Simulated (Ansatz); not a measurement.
# A computed series for ZnSnO3: response to strain

Base system: ZnSnO$_{3}$ (space group R3c, No. 161).

```yaml
crystal:
  lattice:
    - [2.63915, 1.52372, 4.66998]
    - [-2.63915, 1.52372, 4.66998]
    - [0.00000, -3.04743, 4.66998]
  atoms:
    - { symbol: Zn, position: [0.29492, 0.29492, 0.29492] }
    - { symbol: Zn, position: [0.79492, 0.79492, 0.79492] }
    - { symbol: Sn, position: [0.01257, 0.01257, 0.01257] }
    - { symbol: Sn, position: [0.51257, 0.51257, 0.51257] }
    - { symbol: O, position: [0.72151, 0.11607, 0.40522] }
    - { symbol: O, position: [0.40522, 0.72151, 0.11607] }
    - { symbol: O, position: [0.11607, 0.40522, 0.72151] }
    - { symbol: O, position: [0.90522, 0.61607, 0.22151] }
    - { symbol: O, position: [0.22151, 0.90522, 0.61607] }
    - { symbol: O, position: [0.61607, 0.22151, 0.90522] }
```

Cartesian axes are those of the cell as printed.

Strains are applied to the cell and any free atomic positions relax; under biaxial strain the out-of-plane vector relaxes too.

Level of theory: PBEsol, PAW, 420 eV (Ansatz, a quantum-chemistry and plane-wave program; without spin-orbit coupling).

| biaxial strain, plane normal [001], relaxed out of plane (%) | out-of-plane strain (%) |
|---|---|
| -4.43 | 4.61 |
| -1.77 | 1.78 |
| -1.52 | 1.52 |
| -0.96 | ? |
| 0 | 0.00 |

Question: Fit ε⊥ = −νε + γε² (strains in %) to the rows shown and predict the withheld row.

Answer: Least squares on the printed values gives ν = 0.98 (the biaxial Poisson response) and γ = 0.014 (largest residual 0.00 %); this predicts 0.95 %, and the run gives 0.95 %, in agreement.

No phonon test of stability was made.
